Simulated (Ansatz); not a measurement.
The starting structures come from a database of crystals and need not be the phases stable at ambient conditions.

Inside the gap of an insulator the Bloch states are evanescent, with a wavenumber k + iκ along the transport direction.

Consider the following.

```
CELL_PARAMETERS angstrom
      3.59056     0.00000     0.00000
      0.00000    15.44913     0.00000
      1.79528     0.00000     3.10952
ATOMIC_POSITIONS crystal
  Ga 0.33333 0.67077 0.33333
  Ga 0.66667 0.32923 0.66667
  Ga 0.66667 0.17077 0.66667
  Ga 0.33333 0.82923 0.33333
  S  0.33333 0.10033 0.33333
  S  0.66667 0.89967 0.66667
  S  0.66667 0.60033 0.66667
  S  0.33333 0.39967 0.33333
```

Space group of this cell: P6_3/mmc. The cell was relaxed by PBE-D3(BJ); by PBEsol its mean pressure is -0.9 GPa.

Transport runs along the normal of the first two printed cell vectors, the (100) plane of the conventional cell.

The gap is the functional's own, uncorrected, and κ follows it; spin-orbit coupling is left out. Mid-gap values are interpolated between the computed energies.

Question: Give the band gap and the smallest decay constant κ at mid-gap that PBEsol (Ansatz, a program for electronic structure) yields.

Answer: Gap 1.44 eV on a 10×2×10 mesh; κ = 0.161 1/Å, at the zone centre.
